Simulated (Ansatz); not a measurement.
Response to strain in ZnSiP2

Start from ZnSiP2 in the chalcopyrite structure (space group I-42d, No. 122; a = 5.306 Å, c = 10.380 Å).

Strains are applied to the cell and any free atomic positions relax.

Method: plane-wave PAW DFT at the LDA level (Ansatz, a first-principles code, 420 eV), spin-orbit coupling left out.

Candidates:
(a) isotropic strain −3.00 %
(b) isotropic strain −0.75 %
(c) isotropic strain −2.25 %

Notes on the quantities. energy relative to the base: free energy F.

Problem. Order them by energy relative to the base, highest first.

Solution. (a) isotropic strain −3.00 % (+50 meV/atom), (c) isotropic strain −2.25 % (+27 meV/atom), (b) isotropic strain −0.75 % (+2.9 meV/atom)

Whether these cells are dynamically stable was not tested.
